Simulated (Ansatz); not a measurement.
## Response to strain in CsPbCl3

The parent structure is CsPbCl₃ in the cubic perovskite structure (space group Pm-3m, No. 221; a = 5.5209 Å). Axes: x, y, z lie along the cube axes.

Strains are applied to the cell and any free atomic positions relax; under biaxial strain the out-of-plane vector relaxes too.

All numbers come from Ansatz (a first-principles code) LDA, without spin-orbit coupling.

Candidates:
(a) biaxial strain +3.00 %, plane normal [001], relaxed out of plane
(b) biaxial strain +1.80 %, plane normal [001], relaxed out of plane
(c) biaxial strain +2.40 %, plane normal [001], relaxed out of plane
(d) biaxial strain +1.20 %, plane normal [001], relaxed out of plane

Notes on the quantities. energy relative to the base: free energy F.

Problem. Order them by energy relative to the base, lowest first.

Solution. (d) biaxial strain +1.20 %, plane normal [001], relaxed out of plane (+2.2 meV/atom), (b) biaxial strain +1.80 %, plane normal [001], relaxed out of plane (+4.9 meV/atom), (c) biaxial strain +2.40 %, plane normal [001], relaxed out of plane (+8.6 meV/atom), (a) biaxial strain +3.00 %, plane normal [001], relaxed out of plane (+13 meV/atom)

No phonon test of stability was made. Many cubic perovskites are stable only at high temperature; tilts and polar distortions were not tested. This is not the structure that CsPbCl3 has at room temperature and ambient pressure.
